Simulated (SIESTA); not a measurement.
Input and output of a self-consistent single point for BaTiO3 (Pm-3m, 5 atoms in the cell) (SIESTA).

Method of the run: GGA PBE, numerical atomic orbitals TZP, PseudoDojo PBE standard norm-conserving potentials (rewritten from UPF to PSML) run with SIESTA.

```yaml
crystal:
  lattice:
    - [3.98323, 0.00000, 0.00000]
    - [0.00000, 3.98323, 0.00000]
    - [0.00000, 0.00000, 3.98323]
  atoms:
    - { symbol: Ba, position: [0.50000, 0.50000, 0.50000] }
    - { symbol: Ti, position: [0.00000, 0.00000, 0.00000] }
    - { symbol: O, position: [0.50000, 0.00000, 0.00000] }
    - { symbol: O, position: [0.00000, 0.50000, 0.00000] }
    - { symbol: O, position: [0.00000, 0.00000, 0.50000] }
```

Reference input (self-consistent single point, DFT, GGA PBE, numerical atomic orbitals TZP, PseudoDojo PBE standard norm-conserving potentials (rewritten from UPF to PSML)): XC.functional = GGA; XC.authors = PBE; potentials = PseudoDojo PBE standard; PAO.BasisSize = TZP; PAO.EnergyShift = 0.005 Ry; MeshCutoff = 350 Ry; kgrid.MonkhorstPack = 6 6 6; OccupationFunction = MP; OccupationMPOrder = 0; ElectronicTemperature = 50 meV; MaxSCFIterations = 150; SCF.Mixer.Method = Broyden. This run's input differs from it in these lines:

```diff
@@ -36,5 +36,4 @@
 %endblock kgrid.MonkhorstPack
-OccupationFunction           MP
-OccupationMPOrder            0
-ElectronicTemperature        50.0 meV
+OccupationFunction           FD
+ElectronicTemperature        300.0 meV
```

Output (repeated stretches shortened):

```
        iscf     Eharris(eV)        E_KS(eV)     FreeEng(eV)     dDmax    Ef(eV) dHmax(eV)
   scf:    1    -3668.983991    -3718.966377    -3718.966510  2.505531 -7.766943 15.206635
   scf:    2    -3739.213769    -3733.098553    -3733.149003  1.060363 -7.890024  2.085117
   scf:    3    -3732.926192    -3733.263408    -3733.375965  0.248591 -7.888005  1.342248
   scf:    4    -3733.088464    -3733.180577    -3733.304269  0.016996 -7.909338  1.840258
   scf:    5    -3733.466757    -3733.382639    -3733.469131  0.262936 -7.743400  0.079041
   [... 4 lines left out ...]
   scf:   10    -3733.383934    -3733.383128    -3733.469574  0.001055 -7.717428  0.011137
   scf:   11    -3733.383503    -3733.383317    -3733.469578  0.000298 -7.716646  0.000494
   scf:   12    -3733.383330    -3733.383323    -3733.469578  0.000131 -7.716565  0.000077
   scf:   13    -3733.383322    -3733.383323    -3733.469578  0.000048 -7.716562  0.000049
SCF Convergence by DM+H criterion
max |DM_out - DM_in|         :     0.0000482059
max |H_out - H_in|      (eV) :     0.0000493860
SCF cycle converged after 13 iterations

Using DM_out to compute the final energy and forces

siesta: E_KS(eV) =            -3733.3833

siesta: E_KS - E_eggbox =     -3733.3833

siesta: Atomic forces (eV/Ang):
     1   -0.000000   -0.000000   -0.000000
     2   -0.000000   -0.000000   -0.000000
     3    0.000000    0.000000    0.000000
     4    0.000000    0.000000    0.000000
     5    0.000000    0.000000    0.000000
   Tot   -0.000000   -0.000000   -0.000000
   Max    0.000000
   Res    0.000000    sqrt( Sum f_i^2 / 3N )
   Max    0.000000    constrained

Stress tensor Voigt[x,y,z,yz,xz,xy] (kbar):      -55.60      -55.60      -55.60        0.00        0.00        0.00
   [... lines left out ...]
siesta: FreeEng =     -3733.469578
siesta: Cell volume =         63.198553 Ang**3
siesta:          55.59596337         55.59596038  kBar
   [... lines left out ...]
             -0.256  -0.256   0.769  -0.256   0.004   0.005   0.006   0.005

              0.003

mulliken: Qtot =       40.000

Mulliken Atomic Populations:
Atom #   charge [q] valence [e]  Species
     1     1.765346    8.234654  Ba
     2     0.231849   11.768151  Ti
     3    -0.665732    6.665732  O
     4    -0.665732    6.665732  O
     5    -0.665732    6.665732  O
 Total     0.000000
```

The run converged in 13 iterations. Against the reference run the free energy falls by 3.3 meV/atom, the pressure goes from 5.36 to 5.56 GPa and the gap on the mesh goes from 1.781 to 1.825 eV.

The starting cell comes from a database of computed structures (which also holds hypothetical and non-ambient phases and stackings), without a prior relaxation at this level. Its lattice was rescaled by a random factor within 2.5 % of one. Values carry the incompleteness of an atom-centred basis. The basis of the alkali or alkaline-earth atoms may lack their empty d shell, which can raise the gap. With a pressure of about 6 GPa the cell is away from its equilibrium volume at this level.

Cost on one core of a shared machine: roughly 50 s.
